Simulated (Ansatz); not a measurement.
PBE-D3(BJ) against PBEsol-D3(BJ): WS2, pressure 0.3 GPa

Take WS$_{2}$ in the 2H-MoS2 type structure (space group P6_3/mmc, No. 194; a = 3.1541 Å, c = 12.1373 Å; layered, stacked along the Cartesian z axis) as the base.

(Cell as relaxed with PBE-D3(BJ).)

Levels (all Ansatz, a quantum-chemistry and plane-wave program, PAW): PBE-D3(BJ) (420 eV, spin-orbit coupling left out); PBEsol-D3(BJ) (420 eV, spin-orbit coupling left out).

Each level relaxes its own structure.

```csv
base,PBE-D3(BJ),PBEsol-D3(BJ)
volume per atom,17.43 Å³,16.49 Å³
lattice parameter a,3.154 Å,3.115 Å
band gap,0.88 eV,0.65 eV
```

Perturbation: a hydrostatic pressure of 0.3 GPa.

```json
[
 {"quantity": "valence-band top at Γ (three highest levels, from the VBM)", "PBE-D3(BJ)": "0.00, -1.32, -1.40 eV", "PBEsol-D3(BJ)": "0.00, -1.25, -1.62 eV"},
 {"quantity": "lattice parameter a", "PBE-D3(BJ)": "3.151 Å", "PBEsol-D3(BJ)": "3.112 Å"},
 {"quantity": "smallest direct gap", "PBE-D3(BJ)": "1.84 eV", "PBEsol-D3(BJ)": "1.93 eV"}
]
```

PBE-D3(BJ)'s lattice parameter a lies 0.039 Å above PBEsol-D3(BJ)'s (1.3 %); PBE-D3(BJ)'s smallest direct gap lies 0.09 eV below PBEsol-D3(BJ)'s. Neither level is exact; PBEsol-D3(BJ) is the comparison here, not a measurement.

Spin-orbit coupling, missing from the scalar runs, can matter with W. Load acts through the strain it causes; cell and atoms are relaxed under it. No phonon test of stability was made.
